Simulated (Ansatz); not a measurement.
Base system: LiCl in the rock salt structure (space group Fm-3m, No. 225; a = 5.0642 Å). Axes: x, y, z lie along the cube axes.

Method: PBEsol (Ansatz, an electronic-structure program), without spin-orbit coupling.

Before the change:

- Valley order = Γ 6.35 eV; L along ⟨111⟩ 6.58 eV; X along ⟨100⟩ 7.78 eV

Now apply this change: compressive biaxial strain of 1.50 % in the plane normal to [001], as in epitaxy on a mismatched substrate; the out-of-plane cell vector and the atoms relax.

Q: Predict the new out-of-plane strain.

A: The out-of-plane strain is +1.03 %.

Q: Estimate the effect on the in-plane stress.

A: The mean in-plane stress (compression positive) is +1.2 GPa.

Q: What happens to the hole mass?

A: The hole mass comes out as 0.60 mₑ out of plane, 1.7 mₑ in plane (at Γ).

Q: What happens to the valley order?

A: The valley order (the lowest conduction-band minima on the path, energy above the VBM, named in the base's zone) changes from Γ 6.35 eV; L along ⟨111⟩ 6.58 eV; X along ⟨100⟩ 7.78 eV to Γ 6.43 eV; L along [1-1-1] 6.55 eV; X along [100] 7.76 eV; X along [001] 7.83 eV.

The levels and masses belong to the bands next to the band gap. Effective masses come from finite differences of ±0.01 Å⁻¹. Whether these cells are dynamically stable was not tested.
